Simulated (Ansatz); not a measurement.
## What isotropic strain +1.50 % does to InPd

Start from InPd in the CsCl type structure (space group Pm-3m, No. 221; a = 3.248 Å; relaxed with 0.1 eV smearing).

Perturbation: every lattice vector is stretched by 1.50 %, atoms relaxed at fixed cell.

All numbers come from PBEsol (Ansatz, a program for electronic structure; PAW; 420 eV plane waves; no SOC). k-mesh 18×18×18 (Γ-centred); smearing 0.1 eV (Fermi–Dirac).

The volume per atom grows by 0.78 Å³ to 17.91 Å³ and the space group remains Pm-3m (No. 221). The energy goes up by 14 meV/atom and the band gap is still zero.

Final structure:

```yaml
crystal:
  lattice:
    - [3.29671, 0.00000, 0.00000]
    - [0.00000, 3.29671, 0.00000]
    - [0.00000, 0.00000, 3.29671]
  atoms:
    - { symbol: In, position: [0.50000, 0.50000, 0.50000] }
    - { symbol: Pd, position: [0.00000, 0.00000, 0.00000] }
```

Stability against distortions was not tested. All final runs are without spin polarisation.
